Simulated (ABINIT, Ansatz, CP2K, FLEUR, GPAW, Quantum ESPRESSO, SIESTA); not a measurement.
**One structure in several programs: SbAs (R3m, 2 atoms in the cell)**

Self-consistent single point.

```
CELL_PARAMETERS angstrom
      2.03272     1.17359     3.71659
     -2.03272     1.17359     3.71659
      0.00000    -2.34718     3.71659
ATOMIC_POSITIONS crystal
  Sb 0.22910 0.22910 0.22910
  As 0.77090 0.77090 0.77090
```

All programs got the same cell, k-point mesh and kind of occupations (in Ansatz's words: kpoints.mp_grid.grid = 7 7 7; scf.occupations.method = fermi_dirac; scf.occupations.width = 0.1 eV); potentials, basis and cutoffs are each program's usual ones.

```
code                                                                                                                                      model  pressure (GPa)  largest force (eV/Å)  k-points           cutoff
----------------  -----------------------------------------------------------------------------------------------------------------------------  --------------  --------------------  --------  ---------------
FLEUR                                                                           PBEsol, all-electron FLAPW (FLEUR), scalar-relativistic valence               –                 0.150        44  Kmax 4.2 1/bohr
Quantum ESPRESSO                                                                                   PBEsol, PSlibrary PAW (PBE) pseudopotentials           -1.84                 0.129        44            30 Ry
GPAW                                                                                      PBEsol, GPAW PAW datasets PBEsol (made by gpaw-setup)           -2.05                 0.100        44           550 eV
ABINIT                                                           PBEsol, norm-conserving pseudopotentials (PseudoDojo nc-sr-04 PBEsol standard)           -1.83                 0.103        44            42 Ha
SIESTA            GGA PBEsol, numerical atomic orbitals DZP, PseudoDojo PBEsol standard norm-conserving potentials (rewritten from UPF to PSML)           -0.39                 0.627       172      grid 400 Ry
Ansatz                                                                                                          PBEsol, PAW files made with PBE           -1.83                 0.097        44          default
CP2K                                                                 PBEsol, GPW, DZVP-MOLOPT-PBE-GTH basis, GTH-PBE potentials (POTENTIAL_UZH)            0.70                 0.351       172      grid 400 Ry
```

A dash marks a value that a program does not give, or that is left out as unsure.

The spread over the programs that give each value: pressure within 2.75 GPa; largest force within 0.530 eV/Å.

The starting cell comes from a database of computed structures (which also holds hypothetical and non-ambient phases and stackings), without a prior relaxation at this level. On Ansatz's run: Spin-orbit coupling is off. A gap is left out here, as mesh or smearing make it unsure.

Why do the programs differ, and what cannot be compared?

Differences of this kind can come from the potentials, where these differ, and from what each basis and cutoff leave unconverged. The valence holds different numbers of electrons (FLEUR 30, Quantum ESPRESSO 10, GPAW 20, ABINIT 30, SIESTA 30, Ansatz (a quantum-chemistry and plane-wave program) 30, CP2K 10). The zero of total energies and Fermi levels follows the potentials and each program's conventions, so they are not compared here. SIESTA and CP2K use small atom-centred bases, whose incompleteness enters pressures, forces and empty levels differently from a plane-wave cutoff. FLEUR treats all electrons, but the usual bases taken here (sphere radii, linearisation, local orbitals, empty states) were not tested for convergence, so the values are no reference for the others. Ansatz's pressure is given at a fixed set of plane waves, as the other plane-wave codes print theirs. The programs reduce the same mesh by symmetry to different extents, which changes the work and not the result. In the pressure, SIESTA (by 1.44) and CP2K (by 2.54) lie more than 1 GPa from the median of the plane-wave programs. In the force vectors, SIESTA (by 0.527) and CP2K (by 0.251) lie more than 0.08 eV/Å from the median of the plane-wave programs.

Left out of this page: Elk (not drawn, or without a comparable value).

Keys are those of Ansatz 0.2.
